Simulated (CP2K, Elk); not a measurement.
An Elk input for a self-consistent single point of K (Im-3m, 1 atom in the cell) (DFT, PBE, all-electron FP-LAPW, Elk's shipped species files, APW+lo basis with extra local orbitals):

```
tasks
  0

xctype
  20

rgkmax
  7.5

gmaxvr
  14.0

nxlo
  2

lorbcnd
  .true.

lmaxi
  2

stype
  0

swidth
  0.00367493

maxscl
  100

scale
  8.741092924

avec
   -0.5773502692    0.5773502692    0.5773502692
    0.5773502692   -0.5773502692    0.5773502692
    0.5773502692    0.5773502692   -0.5773502692

atoms
  1
  'K.in'
  1
  0.0000000000  0.0000000000  0.0000000000    0.0 0.0 0.0

ngridk
  12 12 12
```

Problem. Translate this input to CP2K.

Solution. One input that does it (others would too):

```
&GLOBAL
  PROJECT calc
  RUN_TYPE ENERGY_FORCE
  PRINT_LEVEL MEDIUM
&END GLOBAL
&FORCE_EVAL
  METHOD Quickstep
  STRESS_TENSOR ANALYTICAL
  &DFT
    BASIS_SET_FILE_NAME BASIS_MOLOPT
    POTENTIAL_FILE_NAME GTH_POTENTIALS
    &QS
      METHOD GPW
      EPS_DEFAULT 1E-10
    &END QS
    &MGRID
      CUTOFF 500
      REL_CUTOFF 60
      NGRIDS 5
    &END MGRID
    &SCF
      SCF_GUESS ATOMIC
      EPS_SCF 1E-6
      MAX_SCF 100
      ADDED_MOS 4
      &DIAGONALIZATION
        ALGORITHM STANDARD
      &END DIAGONALIZATION
      &MIXING
        METHOD BROYDEN_MIXING
        ALPHA 0.3
        NBUFFER 8
      &END MIXING
      &SMEAR ON
        METHOD GAUSSIAN
        SIGMA [eV] 0.1
      &END SMEAR
    &END SCF
    &KPOINTS
      SCHEME MACDONALD 12 12 12 0.04166666667 0.04166666667 0.04166666667
    &END KPOINTS
    &XC
      &XC_FUNCTIONAL PBE
      &END XC_FUNCTIONAL
    &END XC
    &PRINT
      &MO
        EIGENVALUES T
        OCCUPATION_NUMBERS T
        NDIGITS 8
        FILENAME mo
        &EACH
          QS_SCF 0
        &END EACH
        ADD_LAST NUMERIC
      &END MO
      &MULLIKEN ON
      &END MULLIKEN
    &END PRINT
  &END DFT
  &SUBSYS
    &CELL
      A 4.62558700 0.00000000 0.00000000
      B -1.54186200 4.36104500 0.00000000
      C -1.54186200 -2.18052300 3.77677600
      PERIODIC XYZ
    &END CELL
    &COORD
      K        0.00000000     0.00000000     0.00000000
    &END COORD
    &KIND K
      BASIS_SET DZVP-MOLOPT-SR-GTH-q9
      POTENTIAL GTH-PBE-q9
    &END KIND
  &END SUBSYS
  &PRINT
    &FORCES ON
    &END FORCES
    &STRESS_TENSOR ON
    &END STRESS_TENSOR
  &END PRINT
&END FORCE_EVAL
```

Basis, cutoffs, solver keys and any potentials are the target program's own. This input uses DFT PBE, GPW, DZVP-MOLOPT-SR-GTH basis, GTH-PBE potentials (GTH_POTENTIALS).

The starting cell comes from a database of computed structures (which also holds hypothetical and non-ambient phases and stackings), without a prior relaxation at this level. Its lattice was rescaled by a random factor within 2.5 % of one.
